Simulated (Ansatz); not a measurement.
Consider KTaO₃ in the cubic perovskite structure (space group Pm-3m, No. 221; a = 3.990 Å). Axes: x, y, z lie along the cube axes.

Computed with r2SCAN in Ansatz (plane waves to 500 eV, PAW, no spin-orbit coupling).

Now apply this change: a pure shear with ε_yz = ε_zy = 0.0279; the atoms relax in the strained cell.

**Question.** Predict the stress tensor and what it implies for the stiffness.

**Answer.** Stress of the strained cell less that of the base (GPa, compression positive):
```
   0.09    0.00    0.00
   0.00    0.15   -6.05
   0.00   -6.05    0.15
```

Then −Δσ/γ with γ = 2ε = 0.0558 gives secant stiffness values (nonlinear terms included at this strain): C44 ≈ 108 GPa.

As a check, the harmonic strain energy −½ V₀ Δσ:ε is 13 meV/atom; the computed energy rise is 13 meV/atom.

Whether these cells are dynamically stable was not tested.

Ansatz is a program for electronic structure.
